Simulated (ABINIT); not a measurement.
Band structure of CsPbCl3 (Pm-3m, 5 atoms in the cell).

```xyz
5
Lattice="5.5844 0.0000 0.0000 0.0000 5.5844 0.0000 0.0000 0.0000 5.5844" Properties=species:S:1:pos:R:3 pbc="T T T"
Cs     0.0000     0.0000     0.0000
Pb     2.7922     2.7922     2.7922
Cl     0.0000     2.7922     2.7922
Cl     2.7922     0.0000     2.7922
Cl     2.7922     2.7922     0.0000
```

Computed with PBE, norm-conserving pseudopotentials (PseudoDojo nc-sr-05 PBE standard) (plane waves; ABINIT).

Settings: pseudos = [Cs.upf, Pb.upf, Cl.upf]; ecut = 62 Ry; occopt = 1; ngkpt = 3 3 3; nshiftk = 1; shiftk = 0 0 0; potentials = PseudoDojo nc-sr-05 PBE standard; kptopt = 1; nstep = 80; tolvrs1 = 1e-11; diemac = 6; ndtset = 2; getden2 = 1.

The starting cell comes from a database of computed structures (which also holds hypothetical and non-ambient phases and stackings), without a prior relaxation at this level. Its lattice was rescaled by a random factor within 2.5 % of one. Spin-orbit coupling is off.

Predict the gap along the standard path and the places of the band edges.

The gap along the path is 1.90 eV, direct at R to within 0.01 eV.

Levels in eV from the top of the valence band on the SCF mesh, bands 19 to 25:
```json
[
 {"point": "Γ", "19": "-1.42", "20": "-1.31", "21": "-1.31", "22": "-1.31", "23": "4.61", "24": "5.53", "25": "5.53"},
 {"point": "X", "19": "-1.52", "20": "-1.42", "21": "-1.42", "22": "-0.42", "23": "4.33", "24": "5.95", "25": "6.45"},
 {"point": "M", "19": "-1.61", "20": "-1.53", "21": "-1.00", "22": "0.48", "23": "3.82", "24": "3.82", "25": "6.22"},
 {"point": "R", "19": "-0.99", "20": "-0.99", "21": "-0.99", "22": "1.32", "23": "3.22", "24": "3.22", "25": "3.22"}
]
```
